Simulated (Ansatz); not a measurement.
Results of r²SCAN in Ansatz (plane waves, PAW) for BeS (model structure, started from the BN type, Pm-3n, No. 223, 12 atoms in the cell).

Run with plane-wave cutoff 560 eV, 6×6×6 k mesh, Fermi–Dirac smearing 0.01 eV, scalar-relativistic PAW data made under PBE.

Cell (relaxed at this level):

```xyz
12
Lattice="5.9959 0.0000 0.0000 0.0000 5.9959 0.0000 0.0000 0.0000 5.9959" Properties=species:S:1:pos:R:3 pbc="T T T"
Be     1.4990     0.0000     2.9979
Be     2.9979     1.4990     0.0000
Be     2.9979     4.4969     0.0000
Be     4.4969     0.0000     2.9979
Be     0.0000     2.9979     4.4969
Be     0.0000     2.9979     1.4990
S      1.4990     2.9979     0.0000
S      0.0000     1.4990     2.9979
S      0.0000     4.4969     2.9979
S      4.4969     2.9979     0.0000
S      2.9979     0.0000     4.4969
S      2.9979     0.0000     1.4990
```

**Question.** Predict the band gap, smallest direct gap on the k points sampled and Γ–Γ gap.

**Answer.** 
band gap: 3.58 eV (indirect)
smallest direct gap on the k points sampled: 3.73 eV
Γ–Γ gap: 4.25 eV

Note: the relaxation could raise the start's symmetry but not lower it, so the cell can be a saddle point.

The computed numbers hold no vibrational or temperature effects.

A model structure was made by putting elements into a prototype or built by hand; it is no filed structure, need not be a known phase, and can be a saddle point held by its symmetry.

Ansatz is an electronic-structure program.
